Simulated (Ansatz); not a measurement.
**ZnS under a change: biaxial strain +1.00 %, plane normal [001], relaxed out of plane**

The parent structure is ZnS in the zinc blende structure (space group F-43m, No. 216; a = 5.389 Å). Axes: x, y, z lie along the cube axes.

One thing is altered: biaxial strain +1.00 %, plane normal [001], relaxed out of plane (Cartesian); in-plane vectors clamped, the third vector and the atoms free.

The values are results of r2SCAN/PAW in Ansatz (a quantum-chemistry and plane-wave program), no SOC, not measurements. Γ-centred 11×11×11 mesh, Fermi–Dirac width 0.05 eV.

```json
[
 {"quantity": "volume per atom", "base": "19.56 Å³", "changed": "19.72 Å³", "shift": "+0.153 Å³"},
 {"quantity": "shortest interatomic distance", "base": "2.334 Å", "changed": "2.340 Å", "shift": "+0.006 Å"},
 {"quantity": "energy relative to the base (free energy F)", "base": "0 meV/atom", "changed": "+1.1 meV/atom", "shift": "+1.1 meV/atom"},
 {"quantity": "pressure (mean of the normal stresses, compression positive)", "base": "0.00 GPa", "changed": "-0.61 GPa", "shift": "-0.61 GPa"},
 {"quantity": "band gap", "base": "2.70 eV", "changed": "2.61 eV", "shift": "-0.09 eV"},
 {"quantity": "gap character", "base": "direct at Γ", "changed": "direct at Γ", "shift": "–"},
 {"quantity": "electron mass", "base": "0.19 mₑ (at Γ)", "changed": "0.19 mₑ (at Γ)", "shift": "–"},
 {"quantity": "valence-band top at Γ (three highest levels, from the VBM)", "base": "0.00, 0.00, 0.00 eV", "changed": "0.00, -0.08, -0.08 eV", "shift": "–"},
 {"quantity": "valley order (the lowest conduction-band minima on the path, energy above the VBM, named in the base's zone)", "base": "Γ 2.70 eV; X along ⟨100⟩ 3.71 eV; L along ⟨111⟩ 3.82 eV", "changed": "Γ 2.61 eV; X along [001] 3.60 eV; X along [100] 3.71 eV; L along [1-1-1] 3.75 eV", "shift": "–"},
 {"quantity": "out-of-plane strain", "base": "–", "changed": "-1.20 %", "shift": "–"},
 {"quantity": "ratio −ε⊥/ε∥", "base": "–", "changed": "1.20", "shift": "–"},
 {"quantity": "mean in-plane stress (compression positive)", "base": "–", "changed": "-0.9 GPa", "shift": "–"}
]
```

Cost of the whole job for the changed cell (relaxation, final SCF and bands): around 70 core-seconds (rough).

Masses are band curvatures over ±0.01 Å⁻¹ around the edge. Stability against distortions was not tested. Labels are those of the standard path for the cell's own space group.
